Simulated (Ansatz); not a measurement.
# HfO2: response to strain

Take HfO2 in the fluorite structure (space group Fm-3m, No. 225) as the base.

```xyz
3
Lattice="0.0000 2.5005 2.5005 2.5005 0.0000 2.5005 2.5005 2.5005 0.0000" Properties=species:S:1:pos:R:3 pbc="T T T"
Hf     0.0000     0.0000     0.0000
O      1.2503     1.2503     1.2503
O      3.7508     3.7508     3.7508
```

Strains are applied to the cell and any free atomic positions relax.

All numbers come from LDA (Ansatz, an electronic-structure program), no spin-orbit coupling.

Candidates:
(a) isotropic strain −1.50 %
(b) isotropic strain −0.50 %
(c) isotropic strain −3.00 %

Before the change:

```
Property    Value
--------  -------
Band gap  3.66 eV
```

Q: Order them by band gap, highest first.

A: (c) isotropic strain −3.00 % (3.87 eV), (a) isotropic strain −1.50 % (3.77 eV), (b) isotropic strain −0.50 % (3.70 eV)

Spin-orbit coupling, missing from the scalar runs, can matter with Hf. Whether these cells are dynamically stable was not tested. This is not the structure that HfO2 has at room temperature and ambient pressure.
